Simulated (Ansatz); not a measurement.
Levels about the gap of amorphous In9Ga9Zn9O39W (67 atoms in a cell of 858 Å³, 5.91 g/cm³; zone centre alone, so wide bands show as single levels with stretches between that a denser mesh fills), at the geometry that PBE relaxed, where it gives 0.1 GPa on a denser mesh. The participation number counts the atoms over which a state spreads; weights are charges in smoothed Voronoi cells. The levels come from a single point, so bond lengths are those of that geometry. Method of the levels: PBE, scalar-relativistic without spin-orbit coupling (Ansatz, a quantum-chemistry and plane-wave program). Sampling: the zone centre alone; Fermi-Dirac width 0.02 eV; no spin polarisation. At PBE the levels at the filled edge of the gap are localised (band-tail or defect states), and the nearest spread-out levels lie 1.0 eV apart at the zone centre.

The cell was made by melting and quenching with the CHGNet potential and then relaxed with DFT. O atoms were pushed apart under 1.9 Å during the dynamics, to hinder bonds among them. The hot cell started wider than the set density and was brought back towards it in steps. It is the lowest in DFT energy of 2 quenches. It is a model cell: composition and starting density were chosen by hand, and all elements were melted together. No dispersion term was used. Its density started from a set value of 5.97 and ended at 5.91 g/cm³. Cooling (nominally 210 K/ps over its main leg) ran many orders faster than in experiment, which tends to leave more defects and strain. One small periodic cell is one sample of the glass; other quenches scatter about these values. Volume and shape were free in the relaxation.

```tsv
E - E(highest filled), eV	filling	participation number	largest on	weight O	weight W	weight In	weight Zn
-0.58	filled	13.0	O, 3 neighbours	0.88	0.00	0.02	0.07
-0.52	filled	11.7	O, 3 neighbours	0.82	0.00	0.03	0.14
-0.43	filled	17.0	O, 4 neighbours	0.85	0.00	0.02	0.11
-0.40	filled	14.9	O, 4 neighbours	0.77	0.00	0.02	0.20
-0.34	filled	15.6	O, 4 neighbours	0.81	0.00	0.01	0.17
-0.33	filled	9.9	O, 3 neighbours	0.90	0.00	0.02	0.06
0.00	filled	2.3	O, 3 neighbours	0.90	0.00	0.01	0.09
0.68	empty	57.0	In, 6 neighbours	0.51	0.00	0.23	0.14
2.74	empty	7.1	W, 6 neighbours	0.44	0.34	0.17	0.03
2.89	empty	6.6	W, 6 neighbours	0.44	0.35	0.15	0.05
3.22	empty	12.2	W, 6 neighbours	0.49	0.24	0.20	0.04
3.26	empty	21.1	In, 5 neighbours	0.55	0.07	0.30	0.04
3.53	empty	17.2	W, 6 neighbours	0.53	0.18	0.21	0.05
3.65	empty	32.3	In, 6 neighbours	0.56	0.08	0.21	0.06
```

Most localised among these is the filled level at +0.00 eV, on a O atom, which has 3 neighbours (Zn 1.90 Å, Zn 1.94 Å, In 2.12 Å).
